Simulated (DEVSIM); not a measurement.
## In0.52Al0.48As/In0.53Ga0.47As p-n heterojunction

System: In0.52Al0.48As/In0.53Ga0.47As p-n heterojunction, at 400 K.

```
layer (left to right)        material  thickness (μm)  Nd (cm⁻³)  Na (cm⁻³)  τn (s)  τp (s)
---------------------  --------------  --------------  ---------  ---------  ------  ------
1                      In0.52Al0.48As           0.620          -     1.7e16   4e-10   4e-10
2                      In0.53Ga0.47As            2.50     1.3e15          -   4e-10  1.2e-8
```

Left contact: ohmic. Right contact: ohmic. Voltage is applied to the left contact. Recombination: SRH at mid-gap. Mobility is constant in doping.

Constants are typed, rounded textbook-type inputs, not results; the design itself was drawn at random and stands for no fabricated device. Values at 300 K; Nc and Nv go as T^1.5, mobilities as T to minus their exponent, the gap by Varshni's rule with the affinity fixed.

| parameter | In0.52Al0.48As | In0.53Ga0.47As |
|---|---|---|
| gap (eV) | 1.45 | 0.74 |
| affinity (eV) | 4 | 4.51 |
| permittivity | 12.5 | 13.9 |
| Nc (cm⁻³) | 5.1e17 | 2.1e17 |
| Nv (cm⁻³) | 1.1e19 | 7.7e18 |
| μn (cm²/Vs) | 4000 | 12000 |
| μp (cm²/Vs) | 75 | 300 |
| T exponent of μn | 1.5 | 1.6 |
| T exponent of μp | 1.5 | 1.6 |
| Varshni α (eV/K) | 0.00042 | 0.00035 |
| Varshni β (K) | 180 | 190 |

Simulated with DEVSIM: 1D drift-diffusion, Boltzmann statistics, complete ionisation; no tunnelling, impact ionisation, image-force lowering or self-heating. Band offsets follow the typed affinities; no thermionic-emission limit at abrupt steps, no polarisation charge.

```yaml
potential_step_across_the_device_at_zero_bias: 0.475 V
largest_field_in_the_device_at_zero_bias: 24000 V/cm
Dark forward voltage at 1 A/cm²: 0.132 V
Dark forward voltage at 100 A/cm²: 0.457 V
```

Dark forward current:

```csv
V (V),J (A/cm²)
0.05,0.10
0.10,0.45
0.15,1.6
0.20,4.5
0.25,11
0.30,22
0.35,40
0.40,64
0.45,96
0.50,140
0.55,180
0.60,240
0.65,300
0.70,370
0.75,440
0.80,520
0.85,600
0.90,690
0.95,780
1.00,860
1.05,960
1.10,1000
1.15,1100
1.20,1200
```
